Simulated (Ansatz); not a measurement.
Abridged Ansatz (a quantum-chemistry and plane-wave program) output:

```
Pseudopotential: As, paw, valence charge 15
Crystal: 1 atoms, lattice volume = 19.084 Å³
Basis set: ecut = 500 eV, 531 PW (Γ), exchange–correlation on 96×96×96 points (64 copies of the dense FFT grid, shifted against one another)
Bands: 12, of which v1, the nominal top of the filled ones, is band 8 counted from 1 (7 counted from 0)
Symmetry: 48 space group operations
k-points: 220 of 6859
Functional: x = r2scan, c = r2scan; τ floored in thin density (d = 2e-4 eV/Å³)
SCF iter   1: F=—  HF=-4863.817341 eV  |F-HF|=—  |Δ(HF+E_count)|=         —  Δρ=2.00e-3  dr2=3.68e-4  dr2_τ=5.01e-4  ethr=1.77e-3  ⟨swp⟩=5.5  Hψ=15724  notcnv=0
SCF iter   2: F=—  HF=-4863.823087 eV  |F-HF|=—  |Δ(HF+E_count)|=   5.75e-3  Δρ=1.16e-3  dr2=1.72e-4  dr2_τ=4.38e-6  ethr=2.46e-6  ⟨swp⟩=2.0  Hψ=6940  notcnv=0  defer=100
SCF 1 converged in 7 iterations: F = -4863.823338 eV  dr2 = 4.89e-13
SCF converged after 7 iterations
Free energy (F): -4863.823338 eV
Internal energy: -4863.818692 eV  (E = F + TS)
E sigma→0 (E₀):  -4863.821015 eV
Entropy (-TS):   -0.004646 eV (-4.646 meV/atom)
Fermi energy:    12.408200 eV
--- Forces (eV/Å), atoms counted from 1 ---
  atom   1  As    -0.00000000    -0.00000000     0.00000000
--- Stress (GPa, compression-positive) ---
       -0.000726      -0.000000       0.000000
       -0.000000      -0.000726      -0.000000
       -0.000000       0.000000      -0.000726
  P = ⅓ Tr σ = -0.0007 GPa (-0.007 kbar)
```

Task: What was computed, and what are the main results?

Result: As, 1 atom in the cell, with r2SCAN (Ansatz), scalar-relativistic without spin-orbit coupling. The last SCF converged to F = -4863.823338 eV, or -4863.8233 eV per atom, at a pressure of 0.00 GPa. The total energy compares only with runs of the same code, potentials and settings.

No phonon test of stability was made. The cell was made from Pd by this change: Pd → As; the result is a hypothetical phase, not in the database extracts checked.
